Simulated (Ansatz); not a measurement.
A calculation on NbP (I4₁md, No. 109, 4 atoms in the cell; start mp-9339) returned lattice constant a 3.320 Å, lattice parameter c 11.364 Å, equilibrium volume per atom 15.65 Å³/atom.

Task: Which level of theory produced these numbers?
A. LDA (Ansatz, a program for electronic structure)
B. HSE06 (Ansatz)
C. PBE (Ansatz)
D. r²SCAN (Ansatz)

Result: B, HSE06 (Ansatz)

The others give: r²SCAN 3.340 Å, 11.449 Å, 15.96 Å³/atom; PBE 3.347 Å, 11.428 Å, 16.00 Å³/atom; LDA 3.304 Å, 11.230 Å, 15.32 Å³/atom.

Unless a cell is named, each level is at its own relaxed cell (HSE06 15.65, LDA 15.32, PBE 16.00, r²SCAN 15.96 Å³/atom).

Caveats: exact exchange on metals is sensitive to the k mesh and can open a false gap (HSE06); the relaxation could not lower the start's symmetry, so the cell can be a saddle point above a distorted one (r²SCAN, PBE, LDA, HSE06); the run warned that the count of filled bands differs between k points (HSE06). Ansatz's density-functional and Hartree–Fock values are scalar-relativistic unless marked +SOC, with PAW data made under PBE.

A start named mp-… is a Materials Project structure, which need not be a measured phase.
